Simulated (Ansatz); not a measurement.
NbN (model structure, started from the NbAs type, I4₁md, No. 109, 4 atoms in the cell) was calculated with LDA in Ansatz (PAW).

Numerical settings: plane-wave cutoff 520 eV, 28×28×28 k mesh, Fermi–Dirac smearing 0.05 eV, no spin polarisation, scalar-relativistic PAW data made under PBE.

Cell (relaxed at this level):

```xyz
4
Lattice="-1.4350 1.4350 5.0943 1.4350 -1.4350 5.0943 1.4350 1.4350 -5.0943" Properties=species:S:1:pos:R:3 pbc="T T T"
Nb     0.0000     0.0000     5.0835
Nb     1.4350     0.0000     2.5363
N      0.0000     0.0000     9.3435
N      0.0000     1.4350     1.7021
```

**Question.** Give the computed band gap, Γ–Γ gap and bulk modulus B0.

**Answer.** 
* **band gap**: 0.21 eV (on the SCF k mesh)
* **Γ–Γ gap**: 5.03 eV
* **bulk modulus B0**: 355 GPa

Note: the bulk modulus is −V dP/dV from two relaxed cells at ±2 % in volume; the relaxation could raise the start's symmetry but not lower it, so the cell can be a saddle point.

Spin–orbit coupling is not included.

A model structure was made by putting elements into a prototype or built by hand; it is no filed structure, need not be a known phase, and can be a saddle point held by its symmetry.

Ansatz is an electronic-structure program.
